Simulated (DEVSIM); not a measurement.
System: abrupt Ge n-p junction, at 250 K.

```
layer (left to right)  material  thickness (μm)  Nd (cm⁻³)  Na (cm⁻³)  τn (s)  τp (s)
---------------------  --------  --------------  ---------  ---------  ------  ------
1                            Ge           0.140     1.9e15          -    1e-7    1e-7
2                            Ge           0.970          -     2.3e16    1e-7    1e-7
```

Left contact: ohmic. Right contact: ohmic. Voltage is applied to the left contact. Recombination: SRH at mid-gap, radiative. Mobility is μmin + (μ − μmin)/(1 + (N/Nref)^α).

The device is made up for the run: typed textbook-type constants, with dimensions and the other settings drawn at random. Values at 300 K; Nc and Nv go as T^1.5, mobilities as T to minus their exponent, the gap by Varshni's rule with the affinity fixed.

```tsv
parameter	Ge
gap (eV)	0.664
affinity (eV)	4
permittivity	16
Nc (cm⁻³)	1.04e19
Nv (cm⁻³)	6e18
μn (cm²/Vs)	3900
μp (cm²/Vs)	1900
μn,min	150
μp,min	100
Nref,n	2.6e17
Nref,p	4e17
αn	0.56
αp	0.6
T exponent of μn	1.66
T exponent of μp	2.33
B (cm³/s)	6.4e-14
Varshni α (eV/K)	0.000477
Varshni β (K)	235
```

Simulated with DEVSIM: 1D drift-diffusion, Boltzmann statistics, complete ionisation; no tunnelling, impact ionisation, image-force lowering or self-heating.

The temperature was swept, all else fixed.

```
temperature (K)  potential step across the device at zero bias (V)  largest field in the device at zero bias (V/cm)
---------------  -------------------------------------------------  -----------------------------------------------
250                                                          0.389                                            21000
300                                                          0.298                                            17000
350                                                          0.203                                            13000
400                                                          0.118                                             9100
450                                                          0.060                                             6600
500                                                          0.026                                             4300
```

From the first row to the last the potential step across the device at zero bias goes from 0.389 to 0.026. From the first row to the last the largest field in the device at zero bias goes from 21000 to 4300.
